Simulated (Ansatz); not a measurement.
Base system: Hf in the hcp (Mg type) structure (space group P6_3/mmc, No. 194; relaxed with 0.1 eV smearing).

```
Hf
1.0
    3.19821     0.00000     0.00000
   -1.59911     2.76973     0.00000
    0.00000     0.00000     5.04890
Hf
2
Direct
  0.33333   0.66667   0.75000
  0.66667   0.33333   0.25000
```

Cartesian axes are those of the cell as printed.

Method: DFT with r2SCAN, PAW potentials and a 500 eV plane-wave cutoff in Ansatz (an electronic-structure program), no spin-orbit coupling, earlier PAW set.

Strains are applied to the cell and any free atomic positions relax.

One change was made to it. Results:

```tsv
quantity	base	after
pressure (mean of the normal stresses, compression positive)	0.0 GPa	-9.6 GPa
energy relative to the base (free energy F)	0 meV/atom	+79 meV/atom
band gap	zero	zero
```

Problem. Name the change that was made.
A) tensor shear ε_xy = −1.96 %
B) uniaxial strain ε_xx = +0.91 %
C) isotropic strain +3.51 %

Solution. C, isotropic strain +3.51 %. For comparison, the energy relative to the base in the other runs: tensor shear ε_xy = −1.96 % gives +6.0 meV/atom; uniaxial strain ε_xx = +0.91 % gives +1.1 meV/atom.

Whether these cells are dynamically stable was not tested. The final runs are not spin-polarised.
